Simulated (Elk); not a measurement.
Band structure of CuNiO2 (C2/m, 4 atoms in the cell).

```yaml
crystal:
  lattice:
    - [2.70601, -1.41131, 0.00000]
    - [2.70601, 1.41131, 0.00000]
    - [-2.68483, 0.00000, 4.92926]
  atoms:
    - { symbol: Cu, position: [0.00000, 0.00000, 0.00000], spin: 1.0 }
    - { symbol: Ni, position: [0.00000, 0.00000, 0.50000], spin: 2.0 }
    - { symbol: O, position: [0.57092, 0.57092, 0.26870] }
    - { symbol: O, position: [0.42908, 0.42908, 0.73130] }
```
(The spins are starting values, not results.)

Level of theory: LDA (PW92), all-electron FP-LAPW, Elk's shipped species files, default APW+lo basis in Elk.

Settings: xctype = 3; spinpol = true; rgkmax = 7; stype = 3; swidth = 0.00499791 Ha; ngridk = 8 8 4; reducebf = 0.7; rmtscf = 0.82; nempty = 10 per atom; bfcmt = [[0.0, 0.0, -0.5], [0.0, 0.0, -1.0], [0.0, 0.0, 0.0], [0.0, 0.0, 0.0]].

The starting cell comes from a database of computed structures (which also holds hypothetical and non-ambient phases and stackings), without a prior relaxation at this level. Its lattice was rescaled by a random factor within 2.5 % of one. With one magnetic atom in the cell only a parallel order is possible. Values depend on the basis (sphere radii, cutoffs, local orbitals), which need not be converged.

Levels in eV from the Fermi level, bands 20 to 27 of the first spin channel:
```tsv
point	20	21	22	23	24	25	26	27
Γ	-1.87	-1.81	-1.21	0.24	1.12	1.75	5.93	9.13
Y	-1.57	-1.55	-1.32	-0.10	1.09	4.49	6.77	8.92
F	-1.57	-1.55	-1.32	-0.10	1.09	4.49	6.78	8.92
L	-1.48	-1.31	-0.53	-0.44	-0.15	4.91	6.59	8.13
I	-1.42	-1.29	-0.95	-0.55	0.44	6.79	6.98	9.31
```

Bands cross the Fermi level along this path, so the cell is metallic at this level.

The net moment of the cell came out as 0.99 μB.
